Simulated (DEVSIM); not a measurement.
System: Schottky contact on n-type β-Ga2O3, at 300 K.

Layer 1 from the left is β-Ga2O3, thickness (μm) 0.610, Nd (cm⁻³) 2e16, τn (s) 3.1e-8, τp (s) 3.1e-8.

Left contact: Schottky, work function 5.04 eV, emission velocity 2.1e6 cm/s. Right contact: ohmic. Voltage is applied to the left contact. Recombination: SRH at mid-gap. Mobility is μmin + (μ − μmin)/(1 + (N/Nref)^α).

The device is made up for the run: typed textbook-type constants, with dimensions and the other settings drawn at random. Values at 300 K.

β-Ga2O3: gap (eV) 4.8, affinity (eV) 4, permittivity 10, Nc (cm⁻³) 3.7e18, Nv (cm⁻³) 5e20, μn (cm²/Vs) 160, μp (cm²/Vs) 1, μn,min 20, μp,min 0.1, Nref,n 1e18, Nref,p 1e18, αn 0.8, αp 0.8.

Simulated with DEVSIM: 1D drift-diffusion, Boltzmann statistics, complete ionisation; no tunnelling, impact ionisation, image-force lowering or self-heating. Metal contacts follow the ideal Schottky-Mott rule: no Fermi-level pinning, no interface dipoles.

Dark forward current:

```
|V| (V)  |J| (A/cm²)
-------  -----------
0.05       2.112e-11
0.10       1.664e-10
0.15        1.166e-9
0.20        8.035e-9
0.25        5.524e-8
0.30        3.792e-7
0.35        2.601e-6
0.40        1.782e-5
0.45       0.0001218
0.50       0.0008312
0.55        0.005653
0.60         0.03827
0.65          0.2570
0.70           1.696
0.75           10.59
0.80           54.63
0.85           186.0
0.90           413.4
0.95           703.5
1.00            1030
1.05            1378
1.10            1741
1.15            2113
```

Work out the local ideality factor n = ΔV / (kT/q · ln(J2/J1)) between the rows 0.15 and 0.20 V, 1.10 and 1.15 V.

kT/q = 25.85 mV. From 0.15 to 0.20 V: ln(8.035e-9/1.166e-9) = 1.930, n = 1.00, near the 1 of diffusion or emission over a barrier. From 1.10 to 1.15 V: ln(2113/1741) = 0.194, n = 9.99; the layers' resistance at their doping, Σ W/(qμN) = 0.00012 Ω cm², would take 46 mV of this step of 50 mV.

Estimate the current at 0.45 V for emission alone, J0 = q v N_band exp(−φB/kT), and read the barrier back from the simulated current.

φB = 1.040 eV, N_band = 3.70e18 cm⁻³, J0 = 4.19e-12 A/cm²; J = J0 (exp(qV/kT) − 1) = 0.000152 A/cm². The simulation gives 0.000122 A/cm²; the estimate lies 25 % above. Read backwards, the simulated current gives an apparent barrier of 1.046 eV. The estimate leaves out transport through the depletion region and minority injection.
